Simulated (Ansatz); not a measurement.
Start from Zn in the hcp (Mg type) structure (space group P6_3/mmc, No. 194; relaxed with 0.1 eV smearing).

```yaml
crystal:
  lattice:
    - [2.61293, 0.00000, 0.00000]
    - [-1.30646, 2.26286, 0.00000]
    - [0.00000, 0.00000, 4.78146]
  atoms:
    - { symbol: Zn, position: [0.66667, 0.33333, 0.75000] }
    - { symbol: Zn, position: [0.33333, 0.66667, 0.25000] }
```

Method: PBEsol, PAW, 420 eV (Ansatz, a quantum-chemistry and plane-wave program; no spin-orbit coupling).

Strains are applied to the cell and any free atomic positions relax.

One change was made to it. Results:

The pressure (mean of the normal stresses, compression positive) goes from zero to 1.5 GPa; the energy grows by 0.9 meV/atom.

**Question.** What was done to the base?
A) isotropic strain +1.00 %
B) isotropic strain +2.50 %
C) isotropic strain −1.00 %
D) isotropic strain −0.50 %
E) isotropic strain −1.50 %

**Answer.** D, isotropic strain −0.50 %. For comparison, the energy relative to the base in the other runs: isotropic strain +2.50 % gives +21 meV/atom; isotropic strain +1.00 % gives +3.5 meV/atom; isotropic strain −1.50 % gives +8.8 meV/atom; isotropic strain −1.00 % gives +3.8 meV/atom.

No phonon test of stability was made.
